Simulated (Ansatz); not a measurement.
# Zr: response to strain

Base system: Zr in the hcp (Mg type) structure (space group P6_3/mmc, No. 194; a = 3.244 Å, c = 5.158 Å; relaxed with 0.1 eV smearing). Axes: x lies along a and z along c of the hexagonal cell.

Strains are applied to the cell and any free atomic positions relax.

All numbers come from r2SCAN (Ansatz, an electronic-structure program; PAW; 500 eV plane waves; no SOC).

Notes on the quantities. energy relative to the base: free energy F.

```csv
case,largest internal atomic displacement,volume per atom,energy relative to the base
base,–,23.51 Å³,0 meV/atom
uniaxial strain ε_xx = +0.50 %,–,23.63 Å³,+0.3 meV/atom
uniaxial strain ε_xx = +1.00 %,0.011 Å,23.74 Å³,+1.0 meV/atom
uniaxial strain ε_xx = +1.50 %,0.015 Å,23.86 Å³,+2.3 meV/atom
uniaxial strain ε_xx = +2.00 %,0.019 Å,23.98 Å³,+4.1 meV/atom
uniaxial strain ε_xx = +2.50 %,___,24.10 Å³,___
uniaxial strain ε_xx = +3.00 %,0.028 Å,24.21 Å³,+9.1 meV/atom
```

Q: Some entries are withheld; estimate them.

A: 
- uniaxial strain ε_xx = +2.50 %, largest internal atomic displacement: 0.024 Å
- uniaxial strain ε_xx = +2.50 %, energy relative to the base: +6.4 meV/atom

Stability against distortions was not tested. The final runs are not spin-polarised.
